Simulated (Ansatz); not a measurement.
EuO in the rock salt structure (space group Fm-3m, No. 225; ferromagnetic)

```xyz
2
Lattice="0.0000 2.5308 2.5308 2.5308 0.0000 2.5308 2.5308 2.5308 0.0000" Properties=species:S:1:pos:R:3 pbc="T T T"
O      0.0000     0.0000     0.0000
Eu     2.5308     2.5308     2.5308
```

Computed with PBE/PAW in Ansatz (a quantum-chemistry and plane-wave program), spin-orbit coupling left out. Γ-centred 16×16×16 mesh, Fermi–Dirac width 0.05 eV.

| Item | Result |
|---|---|
| Volume per atom | 16.21 Å³ |
| Density | 8.60 g/cm³ |
| Band gap | zero |
| Magnetic state | ferromagnetic |
| Total energy | -4668.515 eV/atom (σ→0; compares only within this code and set-up) |

Other magnetic orders, which the real material may have, were not ruled out. The state of the 4f shell was not checked for lower solutions. Whether these cells are dynamically stable was not tested. No Hubbard U is applied, and correlation can decide whether such a compound is a metal.
